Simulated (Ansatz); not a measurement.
The reference is Al2Cu (space group Fm-3m, No. 225; a = 5.736 Å; a cell from a computed database, its experimental status unchecked; relaxed with 0.1 eV smearing). Axes: x, y, z lie along the cube axes.

Level of theory: Kohn–Sham DFT with the r2SCAN functional, run in Ansatz (a first-principles code) with PAW and 500 eV plane waves, no spin-orbit coupling, earlier PAW set.

The change: tensor shear ε_yz = +1.32 % (engineering shear γ = 0.0264), atoms relaxed at fixed cell.

### Question
Predict the stress tensor and what it implies for the stiffness.

### Answer
Stress of the strained cell less that of the base (GPa, compression positive):
```
    0.2     0.0     0.0
    0.0     0.0    -1.9
    0.0    -1.9     0.0
```

Then −Δσ/γ with γ = 2ε = 0.0264 gives secant stiffness values (nonlinear terms included at this strain): C44 ≈ 72 GPa.

Whether these cells are dynamically stable was not tested. All final runs are without spin polarisation.
